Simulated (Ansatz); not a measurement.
```
CELL_PARAMETERS angstrom
      6.05403     0.07249     0.00415
     -2.96424     5.13422     0.00000
      0.00340     0.00196     4.77320
ATOMIC_POSITIONS crystal
  Be 0.33426 0.17415 0.00102
  Be 0.17409 0.33705 0.51077
  O  0.30998 0.18437 0.65922
  O  0.20191 0.35095 0.15341
  Be 0.33426 0.66011 0.00102
  Zn 0.18245 0.84123 0.50181
  O  0.30998 0.62561 0.65922
  O  0.20110 0.85055 0.09389
  Zn 0.85651 0.17826 0.00713
  Zn 0.64567 0.31610 0.50382
  O  0.87454 0.18727 0.59800
  O  0.62626 0.30891 0.09877
  Zn 0.84031 0.67015 0.00742
  Zn 0.64567 0.82957 0.50382
  O  0.83676 0.66838 0.60351
  O  0.62626 0.81736 0.09877
```

The ordered cell is a computed model, not a synthesised structure.

Give the diagonal Born effective charges atom by atom and the electronic dielectric tensor from linear response, LDA in Ansatz (a quantum-chemistry and plane-wave program).


```json
[
 {"atom": "Be1", "Z*xx": "1.92", "Z*yy": "1.91", "Z*zz": "1.89"},
 {"atom": "Be2", "Z*xx": "1.97", "Z*yy": "1.91", "Z*zz": "1.81"},
 {"atom": "O3", "Z*xx": "-1.94", "Z*yy": "-1.87", "Z*zz": "-2.06"},
 {"atom": "O4", "Z*xx": "-1.87", "Z*yy": "-1.90", "Z*zz": "-2.02"},
 {"atom": "Be5", "Z*xx": "1.93", "Z*yy": "1.90", "Z*zz": "1.89"},
 {"atom": "Zn6", "Z*xx": "1.93", "Z*yy": "1.94", "Z*zz": "2.08"},
 {"atom": "O7", "Z*xx": "-1.86", "Z*yy": "-1.95", "Z*zz": "-2.06"},
 {"atom": "O8", "Z*xx": "-1.91", "Z*yy": "-1.95", "Z*zz": "-1.95"},
 {"atom": "Zn9", "Z*xx": "2.01", "Z*yy": "1.94", "Z*zz": "2.17"},
 {"atom": "Zn10", "Z*xx": "2.02", "Z*yy": "1.92", "Z*zz": "2.09"},
 {"atom": "O11", "Z*xx": "-2.04", "Z*yy": "-1.93", "Z*zz": "-2.00"},
 {"atom": "O12", "Z*xx": "-2.06", "Z*yy": "-1.94", "Z*zz": "-2.01"},
 {"atom": "Zn13", "Z*xx": "2.01", "Z*yy": "1.97", "Z*zz": "2.17"},
 {"atom": "Zn14", "Z*xx": "1.96", "Z*yy": "1.98", "Z*zz": "2.09"},
 {"atom": "O15", "Z*xx": "-2.00", "Z*yy": "-1.98", "Z*zz": "-2.07"},
 {"atom": "O16", "Z*xx": "-2.05", "Z*yy": "-1.95", "Z*zz": "-2.01"}
]
```

ε∞ diagonal: 4.01, 3.98, 4.04.
